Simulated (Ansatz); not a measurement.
Base system: AlCr2C (space group P6_3/mmc, No. 194; non-magnetic).

```
AlCr2C
1.0
    2.81185     0.00000     0.00000
   -1.40592     2.43513     0.00000
    0.00000     0.00000    12.59915
Al Cr C
2 4 2
Direct
  0.33333   0.66667   0.75000
  0.66667   0.33333   0.25000
  0.33333   0.66667   0.08437
  0.66667   0.33333   0.58437
  0.66667   0.33333   0.91563
  0.33333   0.66667   0.41563
  0.00000   0.00000   0.00000
  0.00000   0.00000   0.50000
```

Level of theory: PBEsol/PAW in Ansatz (a first-principles code), no spin-orbit coupling.

One change was made to it. Results:

| quantity | base | after |
|---|---|---|
| lattice parameter a | 281.2 pm | 280.9 pm |
| c/a ratio | 4.481 | 4.481 |

Question: What was done to the base?
A. pressure 0.7 GPa
B. pressure −1 GPa
C. pressure 10 GPa

Answer: A, pressure 0.7 GPa. For comparison, the lattice parameter a in the other runs: pressure 10 GPa gives 276.9 pm; pressure −1 GPa gives 281.7 pm.

Load acts through the strain it causes; cell and atoms are relaxed under it. Whether these cells are dynamically stable was not tested. No other phases were tried under pressure. Starting moments died away, wholly or in part, for the base; another magnetic solution may exist. All final runs are without spin polarisation.
